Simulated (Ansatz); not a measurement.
## SnO2, response to strain

Base system: SnO2 in the rutile structure (space group P4_2/mnm, No. 136).

```
SnO2
1.0
    4.82757     0.00000     0.00000
    0.00000     4.82757     0.00000
    0.00000     0.00000     3.23813
Sn O
2 4
Direct
  0.00000   0.00000   0.00000
  0.50000   0.50000   0.50000
  0.30658   0.30658   0.00000
  0.80658   0.19342   0.50000
  0.19342   0.80658   0.50000
  0.69342   0.69342   0.00000
```

Strains are applied to the cell and any free atomic positions relax.

The values are results of plane-wave PAW DFT at the PBE level (Ansatz, an electronic-structure program, 420 eV), no spin-orbit coupling, not measurements.

Notes on the quantities. energy relative to the base: free energy F.

```csv
isotropic strain (%),energy relative to the base (meV/atom)
-3,63.3
-2.4,39.6
-1.8,?
-1.2,9.4
-0.6,2.3
0,0.0
```

Q: Fit ΔE = Aε² + Bε³ (ε in %) to the rows shown and predict the withheld row.

A: Least squares on the printed values gives A = 6.22 and B = -0.27 meV/atom (largest residual 0.0 meV/atom); this predicts 21.7 meV/atom, and the run gives 21.7 meV/atom, in agreement.

Stability against distortions was not tested.
